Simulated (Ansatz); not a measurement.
Take Si (space group Ia-3, No. 206; a = 6.6016 Å) as the base.

Method: PBEsol/PAW in Ansatz (a program for electronic structure), no spin-orbit coupling.

One change was made to it. Results:

| quantity | base | after |
|---|---|---|
| shortest interatomic distance | 2.340 Å | 2.336 Å |
| density | 2.59 g/cm³ | 2.64 g/cm³ |
| band gap | zero | zero |

**Question.** Name the change that was made.
(A) pressure 1.5 GPa
(B) pressure 7.5 GPa
(C) pressure −2 GPa
(D) pressure −1 GPa

**Answer.** A, pressure 1.5 GPa. For comparison, the density in the other runs: pressure −1 GPa gives 2.56 g/cm³; pressure −2 GPa gives 2.53 g/cm³; pressure 7.5 GPa gives 2.78 g/cm³.

Load acts through the strain it causes; cell and atoms are relaxed under it. Stability against distortions was not tested. No other phases were tried under pressure. This is not the structure that Si has at room temperature and ambient pressure. A zero or small gap of Si can be the functional's error rather than a property of the material.
